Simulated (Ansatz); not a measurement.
BP (F-43m), HSE06, rigid bands in Ansatz (a first-principles code): band gap 1.95 eV, N_c = 3.84e19 cm⁻³ and N_v = 3.48e19 cm⁻³ at 300 K, conductivity masses of 0.315 mₑ (electrons) and 0.369 mₑ (holes). Take k_BT = 0.02585 eV.

Q: Find the intrinsic carrier density and the intrinsic Fermi level.

A: n_i = √(N_c N_v) exp(−E_g/2k_BT) = 3.66e19 × exp(−37.71) = 1.5e3 cm⁻³. The level lies (k_BT/2) ln(N_v/N_c) = -1 meV from mid-gap (positive towards the conduction band). Each 0.1 eV added to the gap lowers n_i by a factor of 6.9.

Q: What thermal injection velocity √(2k_BT/πm) limits a ballistic channel?

A: 9.59e6 cm/s for electrons and 8.86e6 cm/s for holes, a ratio of √(m_h/m_e) = 1.08, for dilute carriers.

Q: What built-in voltage has an abrupt junction with N_A = 1e16 and N_D = 1e17 cm⁻³, all dopants ionised?

A: V_bi = E_g/e − (k_BT/e) ln(N_c N_v/(N_A N_D)) = 1.95 − 0.02585 × 14.11 = 1.59 V. It follows the computed gap one for one.

Rigid, parabolic bands with the computed gap; masses take one relaxation time for all states. Spin-orbit coupling is left out; where it splits the top of the valence band, N_v and the p-type Seebeck coefficient come out somewhat high without it. Geometry: cell and atoms relaxed with PBEsol.
